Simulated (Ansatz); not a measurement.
The parent structure is Cr in the simple cubic structure (space group Pm-3m, No. 221; a = 2.3403 Å; non-magnetic; a hypothetical phase, not in the database extracts checked).

(Cell as relaxed with PBE.)

Levels (all Ansatz, a program for electronic structure, PAW): PBE (420 eV, without spin-orbit coupling); PBEsol (420 eV, spin-orbit coupling left out).

Each level relaxes its own structure.

```json
[
 {"quantity": "volume per atom", "PBE": "12.82 Å³", "PBEsol": "12.30 Å³"},
 {"quantity": "lattice parameter a", "PBE": "234.0 pm", "PBEsol": "230.9 pm"},
 {"quantity": "band gap", "PBE": "zero", "PBEsol": "zero"}
]
```

PBE's volume per atom lies 0.515 Å³ above PBEsol's (4.2 %); PBE's lattice parameter a lies 3.17 pm above PBEsol's (1.4 %); the two agree on the band gap. Neither level is exact; PBEsol is the comparison here, not a measurement.

Stability against distortions was not tested. Starting moments died away, wholly or in part, for the base; another magnetic solution may exist. All final runs are without spin polarisation.
